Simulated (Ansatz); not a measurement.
Here is the system:

```xyz
2
Lattice="0.0000 1.8187 1.8187 1.8187 0.0000 1.8187 1.8187 1.8187 0.0000" Properties=species:S:1:pos:R:3 pbc="T T T"
N      2.7281     2.7281     2.7281
B      0.0000     0.0000     0.0000
```

A single point on BN with a change (isotropic strain +0.88 %), its geometry relaxed with PBEsol.

Calculations: Ansatz (a first-principles code) HSE06, with spin-orbit coupling. Γ-centred 10×10×10 mesh, Fermi–Dirac width 0.01 eV.

Q: Predict the valence-band top at Γ and band gap.

A: 
* **Valence-band top at Γ (three highest Kramers pairs, from the VBM)**: 0.00, 0.00, -0.02 eV
* **Band gap**: 5.75 eV

Single points use the geometry relaxed with PBEsol. The hybrid gap comes from the SCF mesh plus the semilocal run's edge points and a few special points and is an upper bound. Whether these cells are dynamically stable was not tested. The cell was made from BN in the zinc blende structure (space group F-43m, No. 216) by this change: isotropic strain +0.88 %.
